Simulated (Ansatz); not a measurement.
Consider TiO2 in the anatase structure (space group I4_1/amd, No. 141).

```yaml
crystal:
  lattice:
    - [-1.89941, 1.89941, 4.85035]
    - [1.89941, -1.89941, 4.85035]
    - [1.89941, 1.89941, -4.85035]
  atoms:
    - { symbol: Ti, position: [0.75000, 0.25000, 0.50000] }
    - { symbol: Ti, position: [0.00000, 0.00000, 0.00000] }
    - { symbol: O, position: [0.54355, 0.04355, 0.50000] }
    - { symbol: O, position: [0.79355, 0.79355, 0.00000] }
    - { symbol: O, position: [0.20645, 0.20645, 0.00000] }
    - { symbol: O, position: [0.95645, 0.45645, 0.50000] }
```

Cartesian axes are those of the cell as printed.

Method: Kohn–Sham DFT with the PBE functional, run in Ansatz (an electronic-structure program) with PAW and 420 eV plane waves, no spin-orbit coupling.

For the base:

The pressure comes out as 0.00 GPa and the band gap is 2.13 eV.

Modification: the cell is stretched by 2.40 % along z with no lateral relaxation, atoms relaxed at fixed cell.

### Question
What does the calculation give for the largest internal atomic displacement after the change?

### Answer
The largest internal atomic displacement comes out as 0.026 Å.

### Question
Estimate the effect on the pressure.

### Answer
The pressure (mean of the normal stresses, compression positive) goes from zero to -3.66 GPa.

### Question
Predict the new band gap.

### Answer
The band gap increases by 0.05 eV (2.13 eV → 2.18 eV).

The cells carry an imposed strain or load. Whether these cells are dynamically stable was not tested. All final runs are without spin polarisation.
